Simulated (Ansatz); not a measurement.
Start from MgSe in the rock salt structure (space group Fm-3m, No. 225; a = 5.450 Å).

All numbers come from PBEsol (Ansatz, a quantum-chemistry and plane-wave program, PAW, no SOC).

One change was made to it. Results:

| quantity | base | after |
|---|---|---|
| smallest direct gap | 2.50 eV | 2.68 eV |
| shortest interatomic distance | 2.725 Å | 2.701 Å |

**Question.** Which of these changes matches the shifts?
A. pressure 1.8 GPa
B. pressure 18 GPa
C. pressure −2 GPa
D. pressure 45 GPa
E. pressure 30 GPa

**Answer.** A, pressure 1.8 GPa. For comparison, the smallest direct gap in the other runs: pressure 45 GPa gives 5.12 eV; pressure −2 GPa gives 2.29 eV; pressure 18 GPa gives 3.94 eV; pressure 30 GPa gives 4.66 eV.

Load acts through the strain it causes; cell and atoms are relaxed under it. Stability against distortions was not tested. No other phases were tried under pressure.
